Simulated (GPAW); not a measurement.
**Worked example: self-consistent single point of Al₂Pd (Fm-3m, 3 atoms in the cell) in GPAW**

Method: PBEsol, GPAW PAW datasets PBEsol (made by gpaw-setup) (plane waves; GPAW 25.7.0).

Input:

```python
from ase import Atoms
from ase.units import GPa
from gpaw import GPAW

atoms = Atoms(['Al', 'Al', 'Pd'],
              cell=[[0.000000, 2.949535, 2.949535],
                    [2.949535, 0.000000, 2.949535],
                    [2.949535, 2.949535, 0.000000]],
              positions=[[1.474768, 1.474768, 1.474768],
                         [4.424302, 4.424302, 4.424302],
                         [0.000000, 0.000000, 0.000000]],
              pbc=True)

calc = GPAW(mode={'name': 'pw', 'ecut': 600},
            xc='PBEsol',
            kpts=(7, 7, 7),
            occupations={'name': 'methfessel-paxton', 'width': 0.136, 'order': 0},
            nbands=-9,
            convergence={'density': 1e-05, 'energy': 1e-05},
            symmetry={'symmorphic': False, 'tolerance': 0.0005},
            maxiter=150,
            txt='-')

atoms.calc = calc

energy = atoms.get_potential_energy()
print('Energy (eV):', round(energy, 6))
forces = atoms.get_forces()
print('Forces (eV/Ang):')
print(forces.round(5))
stress = atoms.get_stress()
print('Stress (GPa, Voigt):', (stress / GPa).round(4))
```

Output (repeated stretches shortened):

```
Input parameters:
  convergence: {density: 1e-05,
                energy: 1e-05}
  kpts: [7 7 7]
  maxiter: 150
  mode: {ecut: 600,
         name: pw}
  nbands: -9
  occupations: {name: methfessel-paxton,
                order: 0,
                width: 0.136}
  symmetry: {symmorphic: False,
             tolerance: 0.0005}
  xc: PBEsol

species:
  Al:
    name: Aluminium
    Z: 13.0
    valence: 3
    core: 10
    charge: 0.0
    file: Al.PBEsol.gz

    # Using partial waves for Al as LCAO basis

  Pd:
    name: Palladium
    Z: 46.0
    valence: 16
    core: 30
    charge: 0.0
    file: Pd.PBEsol.gz

    # Using partial waves for Pd as LCAO basis

Reference energy: -150340.855639  # eV

Spin-paired calculation

Convergence criteria:
 Maximum [total energy] change in last 3 cyles: 1e-05 eV / valence electron
 Maximum integral of absolute [dens]ity change: 1e-05 electrons / valence electron
 Maximum integral of absolute [eigenst]ate change: 4e-08 eV^2 / valence electron
 Maximum number of scf [iter]ations: 150

Symmetries present (total): 48
Symmetries with fractional translations: 0
343 k-points: 7 x 7 x 7 Monkhorst-Pack grid
20 k-points in the irreducible part of the Brillouin zone
       k-points in crystal coordinates                weights
   0:     0.00000000    0.00000000    0.00000000          1/343
   1:     0.14285714    0.14285714    0.00000000          6/343
   2:     0.14285714    0.14285714    0.14285714          8/343
   [... 7 lines left out ...]
          ...
  19:     0.42857143    0.42857143    0.42857143          8/343

Wave functions: Plane wave expansion
  Cutoff energy: 600.000 eV
  Number of coefficients (min, max): 1687, 1735
  Pulay-stress correction: 0.000000 eV/Ang^3 (de/decut=0.000000)

Occupation numbers: Methfessel-Paxton:
  width: 0.1360  # eV
  order: 0

Eigensolver

Densities:
  Coarse grid: 24*24*24 grid
  Fine grid: 48*48*48 grid
  Total Charge: 0.000000

Density mixing:
  Method: separate
  Backend: pulay
  Linear mixing parameter: 0.05
  old densities: 5
  Damping of long wavelength oscillations: 50

Hamiltonian:
  XC and Coulomb potentials evaluated on a 48*48*48 grid
  External potential:
    NoExternalPotential

XC parameters: PBEsol with 2 nearest neighbor stencil

Number of atoms: 3
Number of atomic orbitals: 20
Number of bands in calculation: 20
Number of valence electrons: 22
Bands to converge: occupied

Density initialized from atomic densities
  20 bands from LCAO basis set

Atomic positions and initial magnetic moments

Positions:
   0 Al     1.474768    1.474768    1.474768    ( 0.0000,  0.0000,  0.0000)
   1 Al     4.424302    4.424302    4.424302    ( 0.0000,  0.0000,  0.0000)
   2 Pd     0.000000    0.000000    0.000000    ( 0.0000,  0.0000,  0.0000)

Unit cell:
           periodic     x           y           z      points  spacing
  1. axis:    yes    0.000000    2.949535    2.949535    24     0.1419
  2. axis:    yes    2.949535    0.000000    2.949535    24     0.1419
  3. axis:    yes    2.949535    2.949535    0.000000    24     0.1419

  Lengths:   4.171272   4.171272   4.171272
  Angles:   60.000000  60.000000  60.000000

Effective grid spacing dv^(1/3) = 0.1548

     iter     time        total  log10-change:
                         energy   eigst   dens
iter:   1 --:--:--   -18.158497
iter:   2 --:--:--   -16.731079   -1.41  -0.97
iter:   3 --:--:--   -14.636967   -0.45  -1.04
iter:   4 --:--:--   -14.621163   -2.02  -1.35
iter:   5 --:--:--   -14.559546   -2.21  -1.40
iter:   6 --:--:--   -14.562892   -2.50  -2.20
   [... 2 lines left out ...]
iter:   9 --:--:--   -14.556896   -3.57  -2.55
iter:  10 --:--:--   -14.556937   -4.49  -3.10
iter:  11 --:--:--   -14.557549   -4.27  -3.22
iter:  12 --:--:--   -14.557054   -4.28  -2.95
iter:  13 --:--:--   -14.557057   -5.49  -4.03
iter:  14 --:--:--   -14.557083c  -5.16  -4.11
iter:  15 --:--:--   -14.557058c  -5.43  -3.54
iter:  16 --:--:--   -14.557058c  -7.04  -4.67
iter:  17 --:--:--   -14.557058c  -8.12c -4.78
iter:  18 --:--:--   -14.557058c  -7.42c -4.74
iter:  19 --:--:--   -14.557058c  -8.46c -4.83
iter:  20 --:--:--   -14.557058c  -8.21c -5.25c

Converged after 20 iterations.

Dipole moment: (-0.000000, -0.000000, -0.000000) |e|*Ang

Energy contributions relative to reference atoms: (reference = -150340.855639)

Kinetic:         +2.267198
Potential:       -4.798025
External:        +0.000000
XC:             -11.959833
Entropy (-ST):   -0.024244
Local:           -0.054276
SIC:             +0.000000
--------------------------
Free energy:    -14.569180
Extrapolated:   -14.557058

Showing only first 2 kpts
 Kpt  Band  Eigenvalues  Occupancy
  0     9     10.13932    0.00000
  0    10     10.96136    0.00000
  0    11     10.96136    0.00000
  0    12     10.96136    0.00000

  1     9      8.85939    0.00000
  1    10      8.85940    0.00000
  1    11      9.66446    0.00000
  1    12      9.71913    0.00000

Fermi level: 6.87771

No gap
No difference between direct/indirect transitions
Energy (eV): -14.557058

Forces in eV/Ang:
  0 Al    0.00000    0.00000   -0.00000
  1 Al   -0.00000   -0.00000    0.00000
  2 Pd    0.00000   -0.00000   -0.00000

Stress tensor:
     0.001924    -0.000000    -0.000000
    -0.000000     0.001924     0.000000
    -0.000000     0.000000     0.001924
Stress (GPa, Voigt): [ 0.3083  0.3083  0.3083  0.     -0.     -0.    ]
```

The run converged in 20 iterations. GPAW prints stress with tension positive.

The starting cell comes from a database of computed structures (which also holds hypothetical and non-ambient phases and stackings), without a prior relaxation at this level. Spin polarisation is off.
